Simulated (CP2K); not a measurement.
Band structure of Zn2GaCuSe4 (I-42m, 8 atoms in the cell).

```xyz
8
Lattice="6.9691 0.0000 0.0000 2.2963 6.5799 0.0000 -4.6327 -3.2900 4.0352" Properties=species:S:1:pos:R:3 pbc="T T T"
Zn     3.4846     0.0000     2.0176
Zn     1.1482     3.2900     2.0176
Ga     4.6327     3.2900     0.0000
Cu     0.0000     0.0000     0.0000
Se    -1.1383    -0.8083     2.0075
Se     6.9450     2.4451     0.0000
Se     3.4945     2.4816     2.0277
Se     4.5969     5.7515     0.0000
```

Level of theory: LDA (Pade form), GPW, DZVP-MOLOPT-SR-GTH basis, GTH-PADE potentials (GTH_POTENTIALS) (CP2K).

Settings: CUTOFF = 600 Ry; REL_CUTOFF = 50 Ry; SMEAR/METHOD = FERMI_DIRAC; ELECTRONIC_TEMPERATURE = 232.09 K; KPOINTS/SCHEME = MONKHORST-PACK 3 3 3; XC_FUNCTIONAL = PADE; Zn/BASIS_SET = DZVP-MOLOPT-SR-GTH-q12; Zn/POTENTIAL = GTH-PADE-q12; Ga/BASIS_SET = DZVP-MOLOPT-SR-GTH-q13; Ga/POTENTIAL = GTH-PADE-q13; Cu/BASIS_SET = DZVP-MOLOPT-SR-GTH-q11; Cu/POTENTIAL = GTH-PADE-q11; Se/BASIS_SET = DZVP-MOLOPT-SR-GTH-q6; Se/POTENTIAL = GTH-PADE-q6.

The starting cell comes from a database of computed structures (which also holds hypothetical and non-ambient phases and stackings), without a prior relaxation at this level. Spin polarisation is off. Values carry the incompleteness of an atom-centred basis.

**Question.** Predict the gap along the standard path and the places of the band edges.

**Answer.** The gap along the path is 0.22 eV, direct at Γ to within 0.01 eV.

Levels in eV from the top of the valence band on the SCF mesh, bands 33 to 37:
```csv
point,33,34,35,36,37
Γ,-1.26,-0.06,-0.06,0.00,0.22
X,-0.82,-0.59,-0.52,-0.34,1.20
Y,-1.01,-0.71,-0.54,-0.52,1.46
S,-1.36,-0.98,-0.58,-0.54,2.21
Z,-1.54,-0.92,-0.63,-0.63,1.95
S1,-1.36,-0.98,-0.58,-0.54,2.21
N,-1.18,-0.98,-0.96,-0.47,2.38
P,-0.92,-0.82,-0.48,-0.48,1.60
Y1,-1.01,-0.71,-0.54,-0.52,1.46
```

Higher empty bands are left out: an atom-centred basis made for the valence describes them poorly.
